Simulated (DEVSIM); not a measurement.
Device: illuminated Si p-on-n cell, one wavelength, at 300 K.

| layer (left to right) | material | thickness (μm) | Nd (cm⁻³) | Na (cm⁻³) | τn (s) | τp (s) | absorption coefficient (cm⁻¹) |
|---|---|---|---|---|---|---|---|
| 1 | Si | 0.110 | - | 2.9e18 | 4.7e-5 | 4.9e-5 | 290 |
| 2 | Si | 200 | 4.3e15 | - | 0.00083 | 0.00083 | 290 |

Left contact: ohmic, minority electron recombination velocity 300 cm/s. Right contact: ohmic, minority hole recombination velocity 90000 cm/s. Voltage is applied to the left contact. Recombination: SRH at mid-gap, radiative, Auger. Gap narrowing is on: ΔEg = 6.92 meV × (l + √(l² + 0.5)), l = ln(N/1.3e17 cm⁻³), shared equally by both band edges. Light enters at the left, 2.1e18 photons cm⁻² s⁻¹, one pass, no reflection. Mobility is constant in doping.

Constants are typed, rounded textbook-type inputs, not results; the design itself was drawn at random and stands for no fabricated device. Values at 300 K.

| parameter | Si |
|---|---|
| gap (eV) | 1.124 |
| affinity (eV) | 4.05 |
| permittivity | 11.7 |
| Nc (cm⁻³) | 2.86e19 |
| Nv (cm⁻³) | 3.1e19 |
| μn (cm²/Vs) | 1417 |
| μp (cm²/Vs) | 470 |
| B (cm³/s) | 4.7e-15 |
| Cn (cm⁶/s) | 2.8e-31 |
| Cp (cm⁶/s) | 9.9e-32 |

DEVSIM, 1D drift-diffusion, Boltzmann statistics, complete ionisation; no tunnelling, impact ionisation, image-force lowering or self-heating.

The photon flux was swept, all else fixed.

```tsv
photon flux (cm^-2 s^-1)	share of generated pairs collected at short circuit	largest power (mW/cm²)	fill factor	short-circuit current (mA/cm²)
6.3e16	0.833	3.87	0.82	8.39
2.1e17	0.834	13.8	0.83	28.0
6.3e17	0.837	43.6	0.83	84.2
2.1e18	0.844	155	0.83	283
6.3e18	0.862	494	0.82	868
2.1e19	0.902	1770	0.80	3020
6.3e19	0.950	5590	0.76	9570
```

From the first row to the last the share of generated pairs collected at short circuit goes from 0.833 to 0.950. From the first row to the last the largest power goes from 3.87 to 5590.
